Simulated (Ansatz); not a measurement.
The parent structure is La2O3 (space group P-3m1, No. 164; a = 3.906 Å, c = 6.039 Å). Axes: x lies along a and z along c of the hexagonal cell.

Computed with PBEsol (Ansatz, an electronic-structure program), no SOC, earlier PAW set.

Base values:

```
Property                                Result
-----------------------------  ---------------
Width of the top valence band          0.41 eV
Gap character                  indirect, L → K
Smallest direct gap                    3.86 eV
```

Perturbation: biaxial strain −2.31 %, plane normal [001], relaxed out of plane (Cartesian); in-plane vectors clamped, the third vector and the atoms free.

**Question.** What does the calculation give for the width of the top valence band, in-plane stress, gap character, hole mass and smallest direct gap after the change?

**Answer.** The width of the top valence band goes up by 0.13 eV to 0.54 eV; the mean in-plane stress (compression positive) comes out as +6.0 GPa; the gap character changes from indirect, L → K to indirect, K → M; the hole mass comes out as 2.1 mₑ out of plane, 0.91 mₑ in plane (at K); the smallest direct gap shrinks by 0.03 eV (3.86 eV → 3.83 eV).

Effective masses come from finite differences of ±0.01 Å⁻¹. No phonon test of stability was made.
